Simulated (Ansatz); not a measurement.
Start from Bi$_{2}$Se$_{3}$ in the Bi2Te3 type structure (space group R-3m, No. 166; a = 4.145 Å, c = 29.268 Å (hexagonal axes)).

Method: r2SCAN+rVV10 (Ansatz, a quantum-chemistry and plane-wave program, PAW, no spin-orbit coupling), earlier PAW set.

For the base:

- In-plane lattice parameter a = 414.5 pm
- Shortest interatomic distance = 285.3 pm

Now apply this change: a free-standing slab of 2 layers (10 atoms, 5 a layer) is cut normal to the stacking axis, with 15 Å of vacuum and the in-plane cell relaxed.

Task: Predict the new in-plane lattice parameter a, excess energy per area of both faces, shortest interatomic distance and thickness between the outermost nuclei.

Result: The in-plane lattice parameter a decreases by 0.8 pm to 413.7 pm; the excess energy per area of both faces (slab less bulk energy over the cell's area: twice a surface energy) is 0.30 J/m²; the shortest interatomic distance decreases by 0.5 pm (285.3 pm → 284.8 pm); the thickness between the outermost nuclei is 16.76 Å.

Slab and bulk use different k-meshes, which limits the precision of the excess energy. Stability against distortions was not tested.
